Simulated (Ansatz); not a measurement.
The reference is Ge$_{2}$Sb$_{2}$Te$_{5}$ (space group P-3m1, No. 164).

```yaml
crystal:
  lattice:
    - [4.22322, 0.00000, 0.00000]
    - [-2.11161, 3.65742, 0.00000]
    - [0.00000, 0.00000, 16.87082]
  atoms:
    - { symbol: Te, position: [0.00000, 0.00000, 0.00000] }
    - { symbol: Ge, position: [0.66667, 0.33333, 0.10035] }
    - { symbol: Ge, position: [0.33333, 0.66667, 0.89965] }
    - { symbol: Te, position: [0.33333, 0.66667, 0.19856] }
    - { symbol: Te, position: [0.66667, 0.33333, 0.80144] }
    - { symbol: Sb, position: [0.00000, 0.00000, 0.31708] }
    - { symbol: Sb, position: [0.00000, 0.00000, 0.68292] }
    - { symbol: Te, position: [0.66667, 0.33333, 0.41909] }
    - { symbol: Te, position: [0.33333, 0.66667, 0.58091] }
```

Computed with Ansatz (an electronic-structure program) PBEsol, spin-orbit coupling left out.

One change was made to it. Results:

```tsv
quantity	base	after
band gap	0.14 eV	zero
volume per atom	28.95 Å³	26.70 Å³
```

Question: Which of these changes matches the shifts?
A) pressure 4.5 GPa
B) pressure 0.9 GPa
C) pressure 9 GPa

Answer: A, pressure 4.5 GPa. For comparison, the volume per atom in the other runs: pressure 0.9 GPa gives 28.37 Å³; pressure 9 GPa gives 25.15 Å³.

The mesh was chosen for an insulator and is coarse for the gapless case. With Sb and Te present, leaving out spin-orbit coupling can change the band edges. Load acts through the strain it causes; cell and atoms are relaxed under it. Stability against distortions was not tested. Competing high-pressure phases were not computed. All final runs are without spin polarisation. Gaps under 0.05 eV, about the width of the smearing, are given as zero. A zero or small gap of Ge2Sb2Te5 can be the functional's error rather than a property of the material.
